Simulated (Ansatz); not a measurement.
A periodic model of amorphous Si12B24N40:

```xyz
76
Lattice="9.6452 -0.1139 -0.0183 -0.1139 9.7722 0.0710 -0.0183 0.0710 9.7061" Properties=species:S:1:pos:R:3 pbc="T T T"
Si     0.9152     7.0474     1.1244
Si     2.8142     0.2747     3.4541
Si     2.5476     5.6459     2.5349
Si     4.4159     5.5199     5.2976
Si     7.3575     0.3826     2.2815
Si     0.5554     1.4500     3.2681
Si     1.0585     8.9222     5.8151
Si     6.3388     2.9056     2.5394
Si     2.5400     3.7094     0.4196
Si     7.9160     2.0998     9.3997
Si     7.3803     4.8736     4.9501
Si     6.4559     7.0087     6.6674
B      9.1382     0.5555     7.9067
B      5.0987     3.4118     9.1566
B      4.7027     8.6951     1.7135
B      2.6962     9.0381     8.1675
B      8.2833     8.3296     6.9009
B      5.0789     1.2328     3.9984
B      3.3344     2.7346     2.6682
B      6.9096     4.0072     9.2857
B      6.6967     9.5031     5.0611
B      9.5228     4.7123     9.5919
B      2.4970     6.7299     5.1413
B      3.8523     7.0156     7.5254
B      5.8458     6.1644     9.0743
B      2.4270     9.4561     0.8616
B      9.4971     9.6375     0.9472
B      8.7841     3.9210     3.5985
B      8.2234     6.7865     9.0340
B      6.1991     7.7303     0.8498
B      0.3560     6.3626     4.0846
B      8.1011     2.7848     6.7489
B      3.5083     0.5709     6.1337
B      3.4878     1.5717     8.5754
B      3.4938     7.1806     0.1945
B      4.1508     2.8628     6.5247
N      7.2160     3.9542     3.4516
N      8.5348     1.7970     7.5795
N      7.0380     8.6158     6.0092
N      8.9572     5.3000     4.3109
N      4.7671     2.3352     3.0894
N      6.9809     6.8689     0.0528
N      9.4182     9.2090     6.9994
N      1.0598     8.8400     0.9397
N      7.1174     1.8769     1.4788
N      2.9183     0.3496     9.1368
N      7.9888     7.0872     7.5512
N      3.0769     7.7090     8.5384
N      9.5534     2.7953     3.6020
N      1.2727     0.1527     4.3077
N      2.5760     6.4601     0.9667
N      3.7434     2.8657     9.2905
N      4.7394     7.5641     0.8211
N      2.4966     9.3465     6.7267
N      6.3199     2.7093     8.8676
N      3.2378     5.9735     4.0654
N      7.5469     3.8275     6.2362
N      3.8792     1.6180     7.1240
N      9.4367     6.2628     9.6540
N      8.9525     0.5339     9.4205
N      4.2991     3.9340     5.8437
N      6.4826     0.6086     3.9942
N      3.0771     4.0454     2.0253
N      6.1196     6.0327     5.2752
N      3.4005     9.3035     2.0490
N      0.9426     6.3136     2.7286
N      2.2877     1.7526     2.7122
N      3.4949     6.6923     6.2080
N      5.2587     6.7314     7.8632
N      1.1004     4.1463     9.5180
N      3.9969     0.5742     4.7374
N      1.1286     7.2442     5.1300
N      8.2970     3.8965     9.5628
N      9.0912     0.2244     2.2305
N      5.6612     4.7903     9.4675
N      6.2294     8.8622     1.8177
```

All values below come from PBE, scalar-relativistic without spin-orbit coupling (plane waves to 420 eV, PAW; Ansatz, a program for electronic structure).

The cell was made by melting and quenching with the CHGNet potential and then relaxed with DFT. N atoms were pushed apart under 1.9 Å during the dynamics, to hinder bonds among them. The hot cell started wider than the set density and was brought back towards it in steps. It is the lowest in DFT energy of 2 quenches. It is a model cell: composition and starting density were chosen by hand, and all elements were melted together. No dispersion term was used. Its density started from a set value of 2.10 and ended at 2.10 g/cm³. Cooling (nominally 500 K/ps over its main leg) ran many orders faster than in experiment, which tends to leave more defects and strain. A cell of this size samples the disorder only roughly. The volume was held where the preparation left it and the shape relaxed, at a PBE pressure of -3.9 GPa (tension). Stress components on the final sampling reach 4.0 GPa.

Neighbours within Si-Si 2.60 Å, Si-B 2.28 Å, Si-N 2.14 Å, B-B 1.97 Å, B-N 1.76 Å, N-N 1.70 Å count as bonded. Two cations that share two anions don't count as bonded, nor two that share one unless they lie closer than Si-Si 2.38 Å, Si-B 2.09 Å, B-B 1.80 Å.

Give the coordination numbers, mean bond lengths and angles.


```json
{
 "Mean coordination of Si by anions": "3.92 (2 with 3, 9 with 4, 1 with 5)",
 "Mean coordination of B by anions": "2.88 (3 with 2, 21 with 3)",
 "Mean coordination of N": "2.90 (4 with 2, 36 with 3)",
 "Mean B-N bond": "1.467 Å (spread 0.061 Å, 69 counted)",
 "Mean Si-N bond": "1.768 Å (spread 0.074 Å, 47 counted)",
 "Bond angle at Si": "mean 109.7°, spread 16.1°",
 "Bond angle at B": "mean 122.1°, spread 15.0°",
 "Bond angle at N": "mean 119.5°, spread 20.1°"
}
```

Which atoms depart from the most common coordination of their element?

Si8 has 3 (N37 1.64 Å, N45 1.67 Å, N41 1.76 Å); Si9 has 3 (N70 1.59 Å, N63 1.73 Å, N52 1.74 Å); Si10 has 5 (N55 1.79 Å, N73 1.84 Å, N60 1.88 Å, N38 1.95 Å, N45 1.97 Å); B21 has 2 (N39 1.34 Å, N62 1.37 Å); B32 has 2 (N57 1.29 Å, N38 1.36 Å); B36 has 2 (N61 1.28 Å, N58 1.41 Å); N49 has 2 (B28 1.36 Å, Si6 1.63 Å); N57 has 2 (B32 1.29 Å, Si11 1.67 Å); N61 has 2 (B36 1.28 Å, Si4 1.68 Å); N70 has 2 (B22 1.40 Å, Si9 1.59 Å).

List the pairs of like atoms that count as bonded by the rules above.

There are none by these rules.
